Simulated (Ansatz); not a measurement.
Relaxation of the outer planes of the (11-22) surface of hcp Tl in its 1x1 cell, outermost plane spacing 1.51 Å in the ideal cut.

Calculation: PBE (plane waves to 420 eV, PAW; Ansatz, a quantum-chemistry and plane-wave program).

Model: 16-atom slab, 10.6 Å thick at the start, 6x6x1 mesh, Fermi-Dirac 0.1 eV, dipole correction, all atoms relaxed; symmetry of the start imposed; no spin, no spin-orbit, no U.

| plane | atoms | bulk spacing to the next (Å) | relaxed spacing (Å) | change (%) | rumpling (Å) |
|---|---|---|---|---|---|
| 1 | 2 Tl | 1.513 | 1.142 | -24.5 | 0.00 |
| 2 | 2 Tl | 1.513 | 1.789 | 18.3 | 0.00 |
